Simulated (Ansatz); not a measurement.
The reference is TiC in the rock salt structure (space group Fm-3m, No. 225; a = 4.328 Å; relaxed with 0.1 eV smearing).

Level of theory: plane-wave PAW DFT at the r2SCAN level (Ansatz, an electronic-structure program, 500 eV), no spin-orbit coupling.

For the base:

```
Property   Result
--------  -------
Pressure  0.0 GPa
Band gap     zero
```

One thing is altered: every lattice vector is stretched by 0.50 %; the atoms relax in the strained cell.

How does this affect the pressure, energy relative to the base and band gap?

The pressure goes from zero to -3.8 GPa; the energy increases by 1.8 meV/atom; the band gap stays zero.

Stability against distortions was not tested. The final runs are not spin-polarised.
